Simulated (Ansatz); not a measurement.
Start from WS$_{2}$ (space group P6_3/mmc, No. 194; a = 3.1147 Å, c = 11.7724 Å; layered, stacked along the Cartesian z axis).

Modification: a negative pressure, −2 GPa.

Calculations: PBEsol-D3(BJ) (Ansatz, a first-principles code), scalar-relativistic without spin-orbit coupling.

Base, band edges from the VBM (valence, conduction): K -0.66, 1.26; H -0.87, 1.26; M -1.72, 2.30; L -1.83, 2.33; A -0.31, 2.19; Γ 0.00, 2.20 eV.

**Question.** Give the band edges at the high-symmetry points of the new zone, measured from its valence-band maximum.

**Answer.** 
| point | valence edge (eV) | conduction edge (eV) |
|---|---|---|
| Γ | 0.00 | 2.28 |
| M | -1.63 | 2.32 |
| K | -0.60 | 1.28 |
| A | -0.32 | 2.27 |
| L | -1.72 | 2.34 |
| H | -0.76 | 1.28 |

The gap is 0.81 eV, indirect, Γ → K–Γ (44 % along).

Spin-orbit coupling, missing from the scalar runs, can matter with W. Load acts through the strain it causes; cell and atoms are relaxed under it. Whether these cells are dynamically stable was not tested.
